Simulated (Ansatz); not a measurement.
Antifluorite K2Te, treated with LDA (plane waves, PAW; Ansatz, a quantum-chemistry and plane-wave program).

Settings: plane-wave cutoff 520 eV, 8×8×8 k mesh, Fermi–Dirac smearing 0.01 eV, scalar-relativistic PAW data made under PBE.

Energies at three volumes about the minimum:

```
V (Å³/atom)  E − E_lowest (meV/atom)
-----------  -----------------------
40.638                          0.95
41.467                          0.00
42.297                          0.80
```

Problem. Fit a parabola by hand: where is the minimum, what lattice constant follows, and what is the bulk modulus?

Solution. Slopes: (0.00 − 0.95)/(41.467 − 40.638) = -1.146 and (0.80 − 0.00)/(42.297 − 41.467) = 0.964 meV/Å³. Curvature E″ = 2 × (0.964 − (-1.146))/(42.297 − 40.638) = 2.544 meV/Å⁶. From the middle of the first interval, the slope vanishes at V0 = 41.0525 − (-1.146)/2.544 = 41.503 Å³/atom. B = V0 E″ = 41.503 × 2.544 meV/Å³ × 0.1602 GPa per meV/Å³ = 16.9 GPa. With 12 atoms in the cube, a = (12 × 41.503)^(1/3) = 7.927 Å. The full Birch–Murnaghan fit to all volumes gives V0 = 41.489 Å³/atom and B0 = 16.8 GPa.

Note: the relaxation could not lower the start's symmetry, so the cell can be a saddle point above a distorted one; the volume lies 8 % below that of the published cell.
